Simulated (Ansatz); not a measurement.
ReC (model structure, started from the WC type, P-6m2, No. 187, 2 atoms in the cell) was calculated with LDA in Ansatz (PAW).

Numerical settings: plane-wave cutoff 520 eV, 24×24×20 k mesh (along the axes of the cell as run), Fermi–Dirac smearing 0.05 eV, no spin polarisation, scalar-relativistic PAW data made under PBE.

Cell (relaxed at this level):

```yaml
crystal:
  lattice:
    - [2.84246, 0.00000, 0.00000]
    - [-1.42123, 2.46164, 0.00000]
    - [0.00000, 0.00000, 2.78033]
  atoms:
    - { symbol: Re, position: [0.00000, 0.00000, 0.00000] }
    - { symbol: C, position: [0.66667, 0.33333, 0.50000] }
```

**Question.** Estimate the bulk modulus that the calculation returns.

**Answer.** 
- bulk modulus = 454 GPa

Note: the run has no spin polarisation, so it can have missed a magnetic state; the bulk modulus is −V dP/dV from two relaxed cells at ±2 % in volume; the relaxation could raise the start's symmetry but not lower it, so the cell can be a saddle point.

Spin–orbit coupling is not included; it can open a gap where bands touch, and shift volumes and moduli.

It cost around 2.6 core-minutes (rough) of CPU time.

A model structure was made by putting elements into a prototype or built by hand; it is no filed structure, need not be a known phase, and can be a saddle point held by its symmetry.

Ansatz is a quantum-chemistry and plane-wave program.
